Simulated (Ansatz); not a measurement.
**ZnSiP2 under a change: biaxial strain −0.75 %, plane normal [001], relaxed out of plane**

Take ZnSiP2 in the chalcopyrite structure (space group I-42d, No. 122; a = 5.3531 Å, c = 10.4452 Å) as the base. Axes: x, y, z lie along a, b, c of the conventional cell.

One thing is altered: biaxial strain −0.75 %, plane normal [001], relaxed out of plane (Cartesian); in-plane vectors clamped, the third vector and the atoms free.

Method: Ansatz (an electronic-structure program) PBEsol, without spin-orbit coupling. k-mesh 9×9×9 (Γ-centred); smearing 0.05 eV (Fermi–Dirac).

- Volume per atom: 18.56 Å³ (base 18.71 Å³)
- Shortest interatomic distance: 2.251 Å (base 2.255 Å)
- Energy relative to the base (free energy F): +1.0 meV/atom
- Pressure (mean of the normal stresses, compression positive): 0.73 GPa (base 0.00 GPa)
- Band gap: 1.24 eV (base 1.16 eV)
- Smallest direct gap: 1.25 eV (base 1.16 eV)
- Width of the top valence band: 1.26 eV (base 1.30 eV)
- Valence-band top at Γ (three highest levels, from the VBM): 0.00, -0.05, -0.05 eV (base 0.00, -0.12, -0.12 eV)
- Out-of-plane strain: +0.72 %
- Mean in-plane stress (compression positive): +1.1 GPa

Final structure (turned so that z lies along the plane normal):

```xyz
8
Lattice="5.3129 0.0000 0.0000 0.0000 5.3129 0.0000 2.6565 -2.6565 5.2604" Properties=species:S:1:pos:R:3 pbc="T T T"
Zn     0.0000     0.0000     0.0000
Zn     2.6565     0.0000     2.6302
Si     2.6565     2.6565     0.0000
Si     5.3129     2.6565     2.6302
P      3.9847     1.4028     1.3151
P      4.0593    -1.3282     3.9453
P      1.3282     3.9101     1.3151
P      6.5666     1.3282     3.9453
```

Stability against distortions was not tested.
